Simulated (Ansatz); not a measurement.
A self-consistent single point of ZrSc (P3m1, 2 atoms in the cell) with Ansatz (an electronic-structure program).

Method: LDA (PW92), default PAW files made with PBE (plane waves; Ansatz).

The change in words: lattice scaled by 0.98; kpoints.mp_grid.grid: 11 11 7 → 11 11 6. Reference geometry:
```
ZrSc
1.0
    3.29926     0.00000     0.00000
   -1.64963     2.85725     0.00000
    0.00000     0.00000     5.18079
Zr Sc
1 1
Direct
  0.66667   0.33333   0.00965
  0.00000   0.00000   0.50000
```

Reference input (self-consistent single point, DFT, LDA (PW92), plane waves, default PAW files made with PBE): basis.ecutwfc = 420 eV; kpoints.mp_grid.grid = 11 11 7; hamiltonian.xc = lda; hamiltonian.pseudopotentials = {kind: paw} (the program's default PAW files); scf.occupations.method = fermi_dirac; scf.occupations.width = 0.1 eV. This run's input differs from it in these lines:

Ansatz 0.2 input:
```diff
@@ -2,5 +2,5 @@
   lattice:
-    - [3.299264, 0.000000, 0.000000]
-    - [-1.649632, 2.857246, 0.000000]
-    - [0.000000, 0.000000, 5.180785]
+    - [3.233279, 0.000000, 0.000000]
+    - [-1.616639, 2.800101, 0.000000]
+    - [0.000000, 0.000000, 5.077169]
   atoms:
@@ -11,3 +11,3 @@
 kpoints:
-  mp_grid: { grid: [11, 11, 7] }
+  mp_grid: { grid: [11, 11, 6] }
 hamiltonian:
```

Log, with long lists cut:

```
SCF iter   1: F=—  HF=-6166.501203 eV  |F-HF|=—  |Δ(HF+E_count)|=         —  Δρ=5.30e-3  dr2=6.85e-3  ethr=1.77e-3  ⟨swp⟩=4.4  Hψ=5544  notcnv=0
all-band conjugate gradients solve this SCF's bands
preconditioner: auto → none
SCF iter   2: F=—  HF=-6166.500564 eV  |F-HF|=—  |Δ(HF+E_count)|=   6.39e-4  Δρ=3.17e-3  dr2=4.16e-3  ethr=2.98e-5  ⟨swp⟩=1.0  Hψ=2016  notcnv=0
   [... lines left out ...]
SCF iter   5: F=—  HF=-6166.500427 eV  |F-HF|=—  |Δ(HF+E_count)|=   4.31e-5  Δρ=1.80e-4  dr2=7.00e-5  ethr=1.68e-6  ⟨swp⟩=1.2  Hψ=1393  notcnv=0
SCF iter   6: F=—  HF=-6166.500418 eV  |F-HF|=—  |Δ(HF+E_count)|=   8.96e-6  Δρ=4.63e-5  dr2=2.62e-6  ethr=3.04e-7  ⟨swp⟩=1.2  Hψ=1360  notcnv=0
SCF iter   7: F=—  HF=-6166.500418 eV  |F-HF|=—  |Δ(HF+E_count)|=   3.58e-7  Δρ=1.37e-5  dr2=1.05e-7  ethr=1.14e-8  ⟨swp⟩=1.9  Hψ=1560  notcnv=0
SCF iter   8: F=-6166.500418 eV  HF=-6166.500418 eV  |F-HF|=9.76e-10  |Δ(HF+E_count)|=   2.61e-9  Δρ=2.70e-6  dr2=2.69e-9  ethr=4.35e-10  ⟨swp⟩=3.5  Hψ=3768  notcnv=0
SCF 1 converged in 8 iterations: F = -6166.500418 eV  dr2 = 2.69e-9
Free energy (F): -6166.500418 eV
Internal energy: -6166.400609 eV  (E = F + TS)
E sigma→0 (E₀):  -6166.450514 eV
Entropy (-TS):   -0.099808 eV (-49.904 meV/atom)
Fermi energy:    11.761371 eV
--- Forces (eV/Å), atoms counted from 1 ---
  atom   1  Zr     0.00000000    -0.00000000    -0.13881676
  atom   2  Sc    -0.00000000     0.00000000     0.13881887
--- Stress (GPa, compression-positive) ---
       -3.497485      -0.000000       0.000000
       -0.000000      -3.497485       0.000000
       -0.000000       0.000000      -2.749902
  P = ⅓ Tr σ = -3.2483 GPa (-32.483 kbar)
  The stress holds the Pulay correction. Without it, at fixed plane waves, as pw.x and ABINIT print it: P = -3.2593 GPa
```

The run converged in 8 iterations. Against the reference run the free energy goes down by 46.9 meV/atom, the pressure goes from -7.15 to -3.25 GPa and the largest force goes from 0.101 to 0.139 eV/Å.

The starting cell comes from a database of computed structures (which also holds hypothetical and non-ambient phases and stackings), without a prior relaxation at this level. Its lattice was rescaled by up to half a per cent. One atom was moved a little off its site on purpose. For this run, on top of that: lattice scaled by 0.98. With a pressure of about -3 GPa the cell is away from its equilibrium volume at this level. Ansatz's pressure includes its estimate of the finite-basis (Pulay) stress.
